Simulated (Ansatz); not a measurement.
The starting structures come from a database of crystals and need not be the phases stable at ambient conditions.

By PBEsol, the system below comes out a metal.

Without scattering a metal conducts by its projected Fermi surface.

Given:

```
CELL_PARAMETERS angstrom
      4.88970     0.00000     0.00000
      0.00000     4.88970     0.00000
      0.00000     0.00000     4.88970
ATOMIC_POSITIONS crystal
  Si 0.50000 0.50000 0.50000
  Si 0.00000 0.00000 0.00000
  Mo 0.00000 0.50000 0.25000
  Mo 0.00000 0.50000 0.75000
  Mo 0.75000 0.00000 0.50000
  Mo 0.25000 0.00000 0.50000
  Mo 0.50000 0.75000 0.00000
  Mo 0.50000 0.25000 0.00000
```

Space group of this cell: Pm-3n, A15 (Cr3Si type). The cell is taken as given; by PBEsol its mean pressure is -4.6 GPa.

The current flows along the normal of the first two printed cell vectors, the (001) plane of the conventional cell. No spin-orbit coupling; the value is a mean over 0.1 eV about the Fermi level.

### Question
Give the ballistic conductance per area that PBEsol in Ansatz (an electronic-structure program) yields.

### Answer
0.80 × 10¹⁵ S/m² for both spins.
